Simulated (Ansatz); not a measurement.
Here is the system:

```
CELL_PARAMETERS angstrom
      2.75934     0.00000     0.00000
      1.37967     2.38966     0.00000
      0.00000     0.00000     4.26219
ATOMIC_POSITIONS crystal
  Ru 0.33333 0.33333 0.75000
  Ru 0.66667 0.66667 0.25000
```

No spin polarisation.

The values are results of Ansatz (a program for electronic structure) PBE, no SOC, earlier PAW set, not measurements. Settings: 24×24×14 k-points, 0.1 eV Fermi–Dirac smearing.

Q: What mean in-plane stress (compression positive) does the calculation give?

A: -8.3 GPa.

Q: What band gap does the calculation give?

A: Zero.

Q: What space group does the calculation give?

A: P6_3/mmc (No. 194).

The cells carry an imposed strain or load. No phonon test of stability was made. The final runs are not spin-polarised. The cell was made from Ru in the hcp (Mg type) structure (space group P6_3/mmc, No. 194) by this change: biaxial strain +1.38 %, plane normal [001], relaxed out of plane.
